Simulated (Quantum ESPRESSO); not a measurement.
## One base run on Zr5Sb3 (P6_3/mcm, 16 atoms in the cell) and variants with one or two settings moved

Space group P6₃/mcm (No. 193); a = 8.4955 Å, b = 8.4955 Å, c = 5.7813 Å, α = 90.00°, β = 90.00°, γ = 120.00°

| atom | site | symmetry | x | y | z |
|---|---|---|---|---|---|
| Zr | 6g | m2m | 0.2548 | 0.2548 | 0.7500 |
| Zr | 4d | 3.2 | 0.3333 | 0.6667 | 0.0000 |
| Sb | 6g | m2m | 0.3865 | 0.3865 | 0.2500 |

Base run A: PBEsol, GBRV 1.5 ultrasoft (PBESOL) pseudopotentials (Quantum ESPRESSO), self-consistent single point.

Its settings: ecutwfc = 40 Ry; ecutrho = 320 Ry; occupations = smearing; smearing = gauss; degauss = 0.0147 Ry; potentials = {Zr: zr_pbesol_v1.uspp.F.UPF, Sb: sb_pbesol_v1.4.uspp.F.UPF}; K_POINTS = automatic 3 3 3 0 0 0; conv_thr = 1e-09 Ry.

The starting cell comes from a database of computed structures (which also holds hypothetical and non-ambient phases and stackings), without a prior relaxation at this level. In the base run, with a pressure of about -3 GPa the cell is away from its equilibrium volume at this level. Without a gap this mesh is coarse (it stands for a supercell whose shortest vector is 17 Å).

ΔF is the free energy per atom less that of run A. A dash stands where there is no value to compare (another energy zero or no entropy term, no result, no spin, no clean gap, or a mesh too coarse for one). Total energies depend on the potentials, the functional and any Hubbard or dispersion term, so they are compared only between runs that share all of them.

Run A gave: pressure (GPa) -3.47; largest force (eV/Å) 0.037; k-points 6.

Runs:
- B: K_POINTS: automatic 3 3 3 0 0 0 → automatic 3 3 4 1 1 1
- C: smearing: gauss → mp
- D: nosym: default → true
- E: lattice scaled by 0.985
- F: ecutwfc: 40 Ry → 60 Ry; ecutrho: 320 Ry → 480 Ry
- G: pseudopotentials: {Zr: zr_pbesol_v1.uspp.F.UPF, Sb: sb_pbesol_v1.4.uspp.F.UPF} → {Zr: zr_pbe_v1.uspp.F.UPF, Sb: sb_pbe_v1.4.uspp.F.UPF}; input_dft: default → rvv10 [rVV10]
- H: mixing_beta: default → 0.3
- I: diagonalization: default → rmm-davidson
- J: ecutwfc: 40 Ry → 80 Ry; ecutrho: 320 Ry → default; pseudopotentials: {Zr: zr_pbesol_v1.uspp.F.UPF, Sb: sb_pbesol_v1.4.uspp.F.UPF} → {Zr: Zr.upf, Sb: Sb.upf}
- K: pseudopotentials: {Zr: zr_pbesol_v1.uspp.F.UPF, Sb: sb_pbesol_v1.4.uspp.F.UPF} → {Zr: zr_pbe_v1.uspp.F.UPF, Sb: sb_pbe_v1.4.uspp.F.UPF}; input_dft: default → vdw-df [vdW-DF]

Problem. What does run F change against A?

Solution. The free energy drops by 5.3 meV/atom, the pressure hardly changes (-3.47 to -3.49 GPa) and the largest force stays at 0.037 eV/Å.

Problem. What does run G change against A?

Solution. The pressure goes from -3.47 to 2.52 GPa and the largest force goes from 0.037 to 0.199 eV/Å.

| run | ΔF (meV/atom) | pressure (GPa) | largest force (eV/Å) | k-points |
|---|---|---|---|---|
| A | 0.00 | -3.47 | 0.037 | 6 |
| B | 1.38 | -3.54 | 0.045 | 8 |
| C | 10.4 | -3.52 | 0.035 | 6 |
| D | 0.00 | -3.47 | 0.037 | 14 |
| E | -5.2 | 1.98 | 0.131 | 6 |
| F | -5.3 | -3.49 | 0.037 | 6 |
| G | – | 2.52 | 0.199 | 6 |
| H | 0.00 | -3.47 | 0.037 | 6 |
| I | 0.00 | -3.47 | 0.037 | 6 |
| J | – | -3.55 | 0.041 | 6 |
| K | – | 4.33 | 0.202 | 6 |
